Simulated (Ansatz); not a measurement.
## bcc Nb (1 1 1) on zinc-blende CdTe (1 1 1) (film strained to the substrate, started from cuts of the bulks and a machine-learned relaxation; slabs Cd4Te4 and Nb10, which can lie off the formulas)

A periodic stack without vacuum, bcc Nb (1 1 1) on zinc-blende CdTe (1 1 1) (film strained to the substrate, started from cuts of the bulks and a machine-learned relaxation; slabs Cd4Te4 and Nb10, which can lie off the formulas): substrate slab Cd4Te4, film Nb10, surface cells [[0, 1], [-1, 0]] and [[1, -1], [0, 1]], film strained by 0.0 and 0.0 %, outermost planes Cd/Te and Nb/Nb as cut, which need not be the usual terminations and can put a slab off its formula.

The start was prepared with a machine-learned potential, and the result is one local minimum, with the in-plane cell held and forces under 0.04 eV/Å; the film can end far from its bulk form.

All values below come from PBE (plane waves to 420 eV, PAW; Ansatz, a first-principles code). Spin–orbit coupling is left out; the runs are not spin-polarised. Its k-point mesh 8×8×1, Fermi–Dirac width 0.05 eV.

interface area: 19.0 Å²
period: 23.59 Å
heights between the nearest atoms of the two slabs at the two interfaces: 0.91 and 1.34 Å
Cd–Nb contacts across the interfaces within 1.22 times the sum of covalent radii: 11, mean 3.25 Å
Nb–Te contacts across the interfaces within 1.22 times the sum of covalent radii: 9, mean 3.09 Å
estimate of the barrier: withheld, since the two interfaces are unlike
slope of the mean potential energy in the substrate: -1.8 MV/cm × e

```
CELL_PARAMETERS angstrom
      4.68088    -0.00041     0.05220
     -2.34010     4.05496     0.04994
      0.28294    -0.77514    23.58763
ATOMIC_POSITIONS crystal
  Cd 0.45147 0.78640 0.01231
  Cd 0.83825 0.39303 0.18797
  Cd 0.15564 0.07754 0.34946
  Cd 0.47673 0.75810 0.51044
  Te 0.80546 0.43192 0.06488
  Te 0.16748 0.06421 0.22805
  Te 0.48591 0.74744 0.39062
  Te 0.80653 0.42940 0.56703
  Nb 0.46593 0.76968 0.64176
  Nb 0.13604 0.09922 0.60551
  Nb 0.12646 0.10980 0.72351
  Nb 0.79580 0.44013 0.68683
  Nb 0.78608 0.45091 0.80637
  Nb 0.45660 0.77998 0.76356
  Nb 0.44661 0.79081 0.88747
  Nb 0.11708 0.12007 0.84432
  Nb 0.10611 0.13197 0.95553
  Nb 0.77667 0.46115 0.92622
```
